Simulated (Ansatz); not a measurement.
Base system: AlN in the zinc blende structure (space group F-43m, No. 216; a = 4.378 Å). Axes: x, y, z lie along the cube axes.

The values are results of PBEsol/PAW in Ansatz (an electronic-structure program), spin-orbit coupling left out, not measurements.

Now apply this change: uniaxial strain ε_zz = +3.00 %, all other strain components held at zero; the atoms relax in the strained cell.

### Question
Predict the stress tensor and what it implies for the stiffness.

### Answer
Stress of the strained cell less that of the base (GPa, compression positive):
```
  -4.23    0.00    0.00
   0.00   -4.23    0.00
   0.00    0.00   -8.49
```

Then −Δσ_ii/ε with ε = 0.0300 gives secant stiffness values (nonlinear terms included at this strain): C33 ≈ 283 GPa, C13 ≈ 141 GPa and C23 ≈ 141 GPa.

As a check, the harmonic strain energy −½ V₀ Δσ:ε is 8.3 meV/atom; the computed energy rise is 8.4 meV/atom.

Stability against distortions was not tested. This is not the structure that AlN has at room temperature and ambient pressure.
